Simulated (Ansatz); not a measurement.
Pressure series in WSe2

Base system: WSe2 in the 2H-MoS2 type structure (space group P6_3/mmc, No. 194; a = 3.279 Å, c = 12.786 Å; layered, stacked along the Cartesian z axis).

Cell and atoms are relaxed at each pressure.

Calculations: plane-wave PAW DFT at the PBE-D3(BJ) level (Ansatz, a first-principles code, 420 eV), without spin-orbit coupling.

| case | shortest interatomic distance | c/a ratio |
|---|---|---|
| base | 2.534 Å | 3.899 |
| pressure −2 GPa | ___ | 4.042 |
| pressure −1 GPa | 2.538 Å | 3.949 |
| pressure 3 GPa | 2.523 Å | 3.825 |
| pressure 7 GPa | 2.510 Å | 3.783 |
| pressure 15 GPa | 2.489 Å | 3.755 |
| pressure 30 GPa | 2.458 Å | 3.754 |
| pressure 50 GPa | 2.426 Å | ___ |
| pressure 75 GPa | 2.395 Å | 3.803 |
| pressure 100 GPa | 2.370 Å | 3.843 |

**Question.** Fill in the withheld entries from the trend.

**Answer.** 
- pressure −2 GPa, shortest interatomic distance: 2.543 Å
- pressure 50 GPa, c/a ratio: 3.771

A case with no gap was solved on a k-mesh chosen for an insulator, which is coarse for it. Load acts through the strain it causes; cell and atoms are relaxed under it. Whether these cells are dynamically stable was not tested. Competing high-pressure phases were not computed. The final runs are not spin-polarised.
